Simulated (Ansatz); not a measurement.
## Short convergence ladders for SrSO4 (R3m, 6 atoms in the cell)

```
SrSO4
1.0
    0.00000     3.62242     3.62242
    3.62242     0.00000     3.62242
    3.62242     3.62242     0.00000
Sr S O
1 1 4
Cartesian
  3.65129   3.65129   3.65129
  0.00000   0.00000   0.00000
  6.38313   6.38313   6.38313
  6.38313   4.48412   4.48412
  4.48412   4.48412   6.38313
  4.48412   6.38313   4.48412
```

Base method: LDA (PW92), default PAW files made with PBE (plane waves; Ansatz, a first-principles code).

Base settings: basis.ecutwfc = 420 eV; kpoints.mp_grid.grid = 6 6 6; hamiltonian.xc = lda; hamiltonian.pseudopotentials = {kind: paw} (the program's default PAW files); scf.occupations.method = fixed.

The count of work is k-points × plane waves × bands × iterations; it is no time. Core times come from one kind of shared machine, to one figure; runs under 30 s give none.

**The cutoff for other potential files**

Level: DFT, LDA (PW92), plane waves, harder PAW files (source: ansatz) made with PBE.

In this ladder: hamiltonian.pseudopotentials = {kind: paw, source: ansatz}.

The second cell is the first with its lattice scaled by 0.98.

The mesh stays at the base's, so the ladder's end is converged at best in this setting alone.

The first pressure column holds Ansatz's estimate of the finite-basis (Pulay) stress, which hides part of the cutoff error; the other is without it.

Only quantities that move along the ladder and can be compared are tabulated.

```csv
basis.ecutwfc,free energy less the last step's (meV/atom),energy of the compressed cell less the first (meV/atom),pressure (GPa),pressure without the Pulay estimate (GPa),largest difference of a force vector from the last step's (eV/Å),count of work / last
420 eV,1395.88,-22.79,-5.86,-57.64,0.315,0.11
510 eV,401.64,-17.84,-6.34,-26.23,0.125,0.14
650 eV,47.81,-20.58,-6.70,-10.15,0.001,0.20
790 eV,3.80,-20.20,-6.67,-7.04,0.001,0.28
930 eV,0.85,-20.23,-6.67,-6.68,0.001,0.36
1115 eV,0.65,-20.24,-6.67,-6.68,0.001,0.46
1395 eV,0.32,-20.25,-6.67,-6.68,0.001,0.65
1860 eV,0.00,-20.26,-6.67,-6.67,0.000,1.0
```

Coarsest basis.ecutwfc that holds the energy of the compressed cell less the first within 0.5 meV/atom of the last step, with all finer ones: 650 eV, at 0.20 of the last step's count of work; the step before is off by 2.4 meV/atom.

Coarsest basis.ecutwfc that holds the forces within 0.005 eV/Å of the last step, with all finer ones: 650 eV, at 0.20 of the last step's count of work; the step before is off by 0.12 eV/Å.

Coarsest basis.ecutwfc that holds the free energy within 2 meV/atom of the last step, with all finer ones: 930 eV, at 0.36 of the last step's count of work; the step before is off by 3.8 meV/atom.

The energy difference between the two cells stays within 1 meV/atom of the last step's from 650 eV on, the total only from 930 eV on: much of the error is common to both cells and cancels.

At the lowest cutoff the pressure without the Pulay estimate lies 51.0 GPa under the last step's, the usual sign of Pulay stress in an incomplete plane-wave basis.

**The density cutoff**

The mesh stays at the base's, so the ladder's end is converged at best in this setting alone.

Only quantities that move along the ladder and can be compared are tabulated.

```csv
basis.ecutrho_ratio,free energy less the last step's (meV/atom),pressure (GPa),largest difference of a force vector from the last step's (eV/Å)
2,-3.18,-6.21,0.013
3,0.12,-6.66,0.001
4,0.00,-6.64,0.000
5,0.00,-6.64,0.000
6,0.00,-6.64,0.000
8,0.00,-6.64,0.000
10,0.00,-6.64,0.000
12,0.00,-6.64,0.000
16,0.00,-6.64,0.000
```

Coarsest basis.ecutrho_ratio that holds the free energy within 2 meV/atom of the last step, with all finer ones: 3; the step before is off by 3.2 meV/atom.

Coarsest basis.ecutrho_ratio that holds the forces within 0.005 eV/Å of the last step, with all finer ones: 3; the step before is off by 0.013 eV/Å.

Coarsest basis.ecutrho_ratio that holds the pressure within 0.2 GPa of the last step, with all finer ones: 3; the step before is off by 0.43 GPa.

**The relaxed cell against the cutoff**

On SrSO4 (F-43m, 6 atoms in the cell): atoms on their sites.

In this ladder: relax = cell and atoms.

The mesh stays at the base's, so the ladder's end is converged at best in this setting alone.

Only quantities that move along the ladder and can be compared are tabulated.

| basis.ecutwfc | relaxed volume (Å³/atom) | relaxation steps | core time / last (rough) |
|---|---|---|---|
| 210 eV | 13.815 | 85 | 2 |
| 250 eV | 14.514 | 26 | 0.7 |
| 295 eV | 14.302 | 18 | 0.7 |
| 355 eV | 14.246 | 13 | 0.5 |
| 420 eV | 14.267 | 8 | 0.6 |
| 505 eV | 14.263 | 6 | – |
| 630 eV | 14.262 | 6 | 0.8 |
| 840 eV | 14.262 | 6 | 1 |

Coarsest basis.ecutwfc that holds the relaxed volume within 0.029 Å³/atom of the last step, with all finer ones: 355 eV; the step before is off by 0.040 Å³/atom.

At the lowest cutoff the cell relaxes to a volume 3.1 % smaller than at the highest. Ansatz relaxes on a stress corrected for the finite basis.

On the base run: the starting cell comes from a database of computed structures (which also holds hypothetical and non-ambient phases and stackings), without a prior relaxation at this level. Its lattice was rescaled by up to half a per cent. One atom was moved a little off its site on purpose.

Keys are those of Ansatz 0.2.
